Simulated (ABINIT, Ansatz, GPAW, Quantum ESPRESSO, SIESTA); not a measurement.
**Code comparison for BaMg3 (P1, 4 atoms in the cell)**

Self-consistent single point, at a second geometry (atoms moved at random). First geometry:

```xyz
4
Lattice="3.6334 0.0000 0.0000 0.0000 5.1998 0.0000 0.0000 0.0000 6.7173" Properties=species:S:1:pos:R:3 pbc="T T T"
Ba     0.0000     0.0000     1.0703
Mg     1.8167     0.0000     4.4267
Mg     1.8167     2.5999     2.7235
Mg     0.0000     2.5999     5.2140
```

Second geometry:
```
CELL_PARAMETERS angstrom
      3.63340     0.00000     0.00000
      0.00000     5.19982     0.00000
      0.00000     0.00000     6.71728
ATOMIC_POSITIONS crystal
  Ba 0.00544 0.00519 0.16232
  Mg 0.48590 0.00355 0.65764
  Mg 0.51034 0.48918 0.40828
  Mg 0.99832 0.50208 0.77175
```

Shared settings, as Ansatz (a quantum-chemistry and plane-wave program) writes them: kpoints.mp_grid.grid = 7 5 4; scf.occupations.method = gaussian; scf.occupations.width = 0.1 eV. Potentials and cutoffs stand in the table.

```json
[
 {"code": "Quantum ESPRESSO", "model": "LDA (PZ), GBRV 1.5 ultrasoft (LDA) pseudopotentials", "ΔF from the first geometry (meV/atom)": "3.4", "pressure (GPa)": "-1.09", "largest force (eV/Å)": "0.227", "cutoff": "40 Ry"},
 {"code": "ABINIT", "model": "LDA (PW92), PAW (JTH v2.0 LDA PAW)", "ΔF from the first geometry (meV/atom)": "3.5", "pressure (GPa)": "-1.08", "largest force (eV/Å)": "0.228", "cutoff": "20 Ha"},
 {"code": "GPAW", "model": "LDA (Perdew-Wang 92), GPAW PAW datasets LDA (gpaw-data 1.0.1)", "ΔF from the first geometry (meV/atom)": "3.4", "pressure (GPa)": "-1.01", "largest force (eV/Å)": "0.227", "cutoff": "850 eV"},
 {"code": "Ansatz", "model": "LDA (PW92), PAW files made with PBE", "ΔF from the first geometry (meV/atom)": "3.4", "pressure (GPa)": "-1.10", "largest force (eV/Å)": "0.226", "cutoff": "default"},
 {"code": "SIESTA", "model": "LDA PW92, numerical atomic orbitals DZP, PseudoDojo LDA standard norm-conserving potentials (rewritten from UPF to PSML)", "ΔF from the first geometry (meV/atom)": "4.1", "pressure (GPa)": "1.44", "largest force (eV/Å)": "0.415", "cutoff": "grid 350 Ry"}
]
```

Size of the force on each atom (eV/Å): Sizes of forces hide their directions.

```csv
code,Ba1,Mg2,Mg3,Mg4
Quantum ESPRESSO,0.165,0.116,0.227,0.099
ABINIT,0.174,0.115,0.228,0.110
GPAW,0.167,0.116,0.227,0.096
Ansatz,0.163,0.116,0.226,0.099
SIESTA,0.304,0.188,0.415,0.053
```

The spread over the programs that give each value: ΔF from the first geometry within 0.7 meV/atom; pressure within 2.54 GPa; largest force within 0.189 eV/Å.

SIESTA uses small atom-centred bases, whose incompleteness enters pressures, forces and empty levels differently from a plane-wave cutoff. Ansatz's pressure is given at a fixed set of plane waves, as the other plane-wave codes print theirs. The same LDA comes in different parametrisations, which differ slightly. In the pressure, SIESTA (by 2.52) lies more than 1 GPa from the median of the plane-wave programs. In the force vectors, SIESTA (by 0.229) lies more than 0.08 eV/Å from the median of the plane-wave programs.

The starting cell comes from a database of computed structures (which also holds hypothetical and non-ambient phases and stackings), without a prior relaxation at this level. Its lattice was rescaled by a random factor within 2.5 % of one. For this run, on top of that: atoms moved at random.

Left out of this page: CP2K (unsound by tests on forces, stress, charge or solver warnings).

Keys are those of Ansatz 0.2.
